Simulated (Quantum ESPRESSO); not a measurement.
Input and output of a relaxation of the atoms for GaSb (R3m, 2 atoms in the cell) (Quantum ESPRESSO).

Method: PBEsol, PseudoDojo standard norm-conserving (PBESOL) pseudopotentials (plane waves; Quantum ESPRESSO).

Input:

```fortran
&control
    calculation = 'relax'
    prefix = 'gasb'
    outdir = './work'
    pseudo_dir = './'
    forc_conv_thr = 3.9e-05
/
&system
    ibrav = 5
    A = 4.3349181221
    cosAB = 0.500000000000
    nat = 2
    ntyp = 2
    ecutwfc = 80
    occupations = 'smearing'
    smearing = 'fermi-dirac'
    degauss = 0.00147
/
&electrons
    conv_thr = 1e-10
    mixing_beta = 0.7
/
&ions
/
ATOMIC_SPECIES
Ga    69.7230  Ga.upf
Sb   121.7600  Sb.upf
ATOMIC_POSITIONS crystal
Ga    0.0141270000    0.0141270000    0.0141270000
Sb    0.2500000000    0.2500000000    0.2500000000
K_POINTS automatic
7 7 7  0 0 0
```

Log, with long lists cut:

```
     Self-consistent Calculation

     iteration #  1     ecut=    80.00 Ry     beta= 0.70

     Threshold (ethr) on eigenvalues was too large:
     Diagonalizing with lowered threshold

     total energy              =    -334.23406392 Ry
     estimated scf accuracy    <       0.02680348 Ry

     iteration #  2     ecut=    80.00 Ry     beta= 0.70

     total energy              =    -334.23617772 Ry
     estimated scf accuracy    <       0.00221126 Ry

     iteration #  3     ecut=    80.00 Ry     beta= 0.70

     total energy              =    -334.23658394 Ry
     estimated scf accuracy    <       0.00037948 Ry

   [... 4 blocks of this kind left out ...]

     iteration #  8     ecut=    80.00 Ry     beta= 0.70

     total energy              =    -334.23666746 Ry
     estimated scf accuracy    <          3.4E-10 Ry

     iteration #  9     ecut=    80.00 Ry     beta= 0.70
     End of self-consistent calculation

     the Fermi energy is     8.3126 ev

!    total energy              =    -334.23666746 Ry
     estimated scf accuracy    <          6.5E-12 Ry
     smearing contrib. (-TS)   =      -0.00002582 Ry
     internal energy E=F+TS    =    -334.23664164 Ry

     convergence has been achieved in   9 iterations

     Forces acting on atoms (cartesian axes, Ry/au):

     atom    1 type  1   force =    -0.00000000    0.00000000   -0.05572175
     atom    2 type  2   force =     0.00000000   -0.00000000    0.05572175

     Total force =     0.078802     Total SCF correction =     0.000017

     BFGS Geometry Optimization
     Energy error            =      6.2E-03 Ry
     Gradient error          =      5.6E-02 Ry/Bohr

     number of scf cycles    =   1
     number of bfgs steps    =   0

   [... lines left out ...]
     the Fermi energy is     8.1119 ev
!    total energy              =    -334.24402253 Ry
     Total force =     0.000000     Total SCF correction =     0.000003
     bfgs converged in   6 scf cycles and   5 bfgs steps
   [... lines left out ...]
     (criteria: energy <  1.0E-04 Ry, force <  3.9E-05 Ry/Bohr)

     End of BFGS Geometry Optimization

     Final energy             =    -334.2440225333 Ry

     File ./work/gasb.bfgs deleted, as requested
Begin final coordinates

ATOMIC_POSITIONS (crystal)
Ga               0.0070638928        0.0070638928        0.0070638928
Sb               0.2570631072        0.2570631072        0.2570631072
End final coordinates

   JOB DONE.
```

The run converged.  The full log also holds: “SCF correction compared to forces is large: reduce conv_thr to get better values”.

Summary of the result:
| Item | Result |
|---|---|
| Free energy E − TS | -4547.6216 eV |
| Fermi level (on the code's own zero) | 8.11 eV |
| Relaxation steps | 5 |

The starting cell has typed, rounded lattice constants, without a prior relaxation at this level. Its lattice was rescaled by up to half a per cent. For this run, on top of that: one atom moved by 0.15 angstrom. The relaxation keeps the symmetry of its start, so its end need not be a minimum. The run gives no clean gap (levels at the Fermi energy touch, overlap or are partly filled at this smearing), which alone does not show that the compound is a metal.

Cost on one core of a shared machine: roughly 2 min.
